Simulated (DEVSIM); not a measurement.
System: abrupt Si n-p junction, at 300 K.

Layer 1 from the left is Si, thickness (μm) 15.0, Nd (cm⁻³) 1.3e15, τn (s) 2.6e-6, τp (s) 2.6e-6. Layer 2 from the left is Si, thickness (μm) 25.0, Na (cm⁻³) 1.6e17, τn (s) 2.6e-6, τp (s) 2.6e-6.

Left contact: ohmic. Right contact: ohmic. Voltage is applied to the left contact. Recombination: SRH at mid-gap, radiative, Auger. Mobility is constant in doping.

The device is made up for the run: typed textbook-type constants, with dimensions and the other settings drawn at random. Values at 300 K.

Si: gap (eV) 1.124, affinity (eV) 4.05, permittivity 11.7, Nc (cm⁻³) 2.86e19, Nv (cm⁻³) 3.1e19, μn (cm²/Vs) 1417, μp (cm²/Vs) 470, B (cm³/s) 4.7e-15, Cn (cm⁶/s) 2.8e-31, Cp (cm⁶/s) 9.9e-32.

Simulated with DEVSIM: 1D drift-diffusion, Boltzmann statistics, complete ionisation; no tunnelling, impact ionisation, image-force lowering or self-heating.

Problem. What does the simulation give for the dark forward voltage at 1 A/cm², the dark forward voltage at 100 A/cm², the largest field in the device at zero bias?

Solution. dark forward voltage at 1 A/cm² 0.597 V; dark forward voltage at 100 A/cm² 0.799 V; largest field in the device at zero bias 26000 V/cm.
